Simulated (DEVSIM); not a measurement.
Structure: illuminated InP p-on-n cell, one wavelength, at 300 K.

Layer 1 from the left is InP, thickness (μm) 0.110, Na (cm⁻³) 1.3e18, τn (s) 3.2e-9, τp (s) 2.6e-9, absorption coefficient (cm⁻¹) 82000. Layer 2 from the left is InP, thickness (μm) 2.70, Nd (cm⁻³) 3.6e15, τn (s) 3.3e-8, τp (s) 3.3e-8, absorption coefficient (cm⁻¹) 82000.

Left contact: ohmic, minority electron recombination velocity 300 cm/s. Right contact: ohmic, minority hole recombination velocity 30 cm/s. Voltage is applied to the left contact. Recombination: SRH at mid-gap, radiative, Auger. Light enters at the left, 8.2e17 photons cm⁻² s⁻¹, one pass, no reflection. Mobility is μmin + (μ − μmin)/(1 + (N/Nref)^α).

This is a model device: material constants are rounded textbook-type values typed into the input, and sizes, dopings and lifetimes were drawn at random. Values at 300 K.

InP: gap (eV) 1.344, affinity (eV) 4.38, permittivity 12.5, Nc (cm⁻³) 5.7e17, Nv (cm⁻³) 1.1e19, μn (cm²/Vs) 5200, μp (cm²/Vs) 170, μn,min 400, μp,min 10, Nref,n 3e17, Nref,p 4.9e17, αn 0.47, αp 0.62, B (cm³/s) 1.2e-10, Cn (cm⁶/s) 9e-31, Cp (cm⁶/s) 9e-31.

Simulated with DEVSIM: 1D drift-diffusion, Boltzmann statistics, complete ionisation; no tunnelling, impact ionisation, image-force lowering or self-heating.

Task: What does the simulation give for the potential step across the device at zero bias, the fill factor?

Result: potential step across the device at zero bias 1.158 V; fill factor 0.86.
